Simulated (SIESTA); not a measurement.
Band structure of LiAsF6 (R-3, 8 atoms in the cell).

```yaml
crystal:
  lattice:
    - [2.47442, 1.42860, 4.37938]
    - [-2.47442, 1.42860, 4.37938]
    - [0.00000, -2.85721, 4.37938]
  atoms:
    - { symbol: Li, position: [0.50000, 0.50000, 0.50000] }
    - { symbol: As, position: [0.00000, 0.00000, 0.00000] }
    - { symbol: F, position: [0.88810, 0.64998, 0.22923] }
    - { symbol: F, position: [0.11190, 0.35002, 0.77077] }
    - { symbol: F, position: [0.22923, 0.88810, 0.64998] }
    - { symbol: F, position: [0.77077, 0.11190, 0.35002] }
    - { symbol: F, position: [0.64998, 0.22923, 0.88810] }
    - { symbol: F, position: [0.35002, 0.77077, 0.11190] }
```

Computed with GGA PBEsol, numerical atomic orbitals DZP, PseudoDojo PBEsol standard norm-conserving potentials (rewritten from UPF to PSML) in SIESTA 5.4.2.

Settings: XC.functional = GGA; XC.authors = PBEsol; potentials = PseudoDojo PBEsol standard; PAO.BasisSize = DZP; PAO.EnergyShift = 0.01 Ry; MeshCutoff = 400 Ry; kgrid.MonkhorstPack = 4 4 4; OccupationFunction = FD; ElectronicTemperature = 10 K; PAO.Polarization.NonPerturbative = true; MaxSCFIterations = 150; SCF.Mixer.Method = Broyden; SCF.Mixer.Weight = 0.2; SCF.Mixer.History = 6.

The starting cell comes from a database of computed structures (which also holds hypothetical and non-ambient phases and stackings), without a prior relaxation at this level. Its lattice was rescaled by a random factor within 2.5 % of one. Values carry the incompleteness of an atom-centred basis.

### Question
Predict the gap along the standard path and the places of the band edges.

### Answer
The gap along the path is 4.75 eV, from F to Γ; the smallest direct gap on it is 4.77 eV.

Levels in eV from the top of the valence band on the path, bands 27 to 31:
```tsv
point	27	28	29	30	31
Γ	-0.38	-0.38	-0.02	-0.02	4.75
L	-0.43	-0.14	-0.07	-0.03	5.32
B1	-0.63	-0.11	-0.08	-0.06	5.55
B	-0.63	-0.11	-0.08	-0.06	5.55
Z	-0.42	-0.37	-0.06	-0.06	5.41
X	-0.49	-0.11	-0.09	-0.04	5.52
Q	-0.49	-0.11	-0.09	-0.04	5.52
F	-0.47	-0.17	-0.15	0.00	5.58
P1	-0.51	-0.16	-0.12	-0.03	5.56
P	-0.51	-0.16	-0.12	-0.03	5.56
```

Higher empty bands are left out: an atom-centred basis made for the valence describes them poorly.
